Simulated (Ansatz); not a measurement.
The parent structure is CaO in the rock salt structure (space group Fm-3m, No. 225; a = 4.7948 Å). Axes: x, y, z lie along the cube axes.

The values are results of plane-wave PAW DFT at the r2SCAN level (Ansatz, an electronic-structure program, 500 eV), no spin-orbit coupling, not measurements.

Free-standing slabs (2 atom(s) a layer) normal to the z axis with 15 Å of vacuum; in-plane cell held at bulk.

One change was made to it. Results:

```csv
quantity,base,after
excess energy per area of both faces (slab less bulk energy over the cell's area: twice a surface energy),–,1.59 J/m²
gap character,–,direct at Γ
"valence-band top at Γ (three highest levels, from the VBM)","0.00, 0.00, 0.00 eV","0.00, 0.00, -0.12 eV"
band gap,4.20 eV,3.34 eV
```

### Question
Which change produced these results?
A) 2 layers
B) 3 layers
C) 6 layers
D) 7 layers
E) 4 layers

### Answer
B, 3 layers. For comparison, the valence-band top at Γ in the other runs: 4 layers gives 0.00, 0.00, -0.05 eV; 7 layers gives 0.00, 0.00, -0.01 eV; 2 layers gives 0.00, 0.00, -0.27 eV; 6 layers gives 0.00, 0.00, -0.01 eV.

The excess energy carries the mismatch between the slab's and the bulk's meshes. Stability against distortions was not tested. Labels are those of the standard path for the cell's own space group.
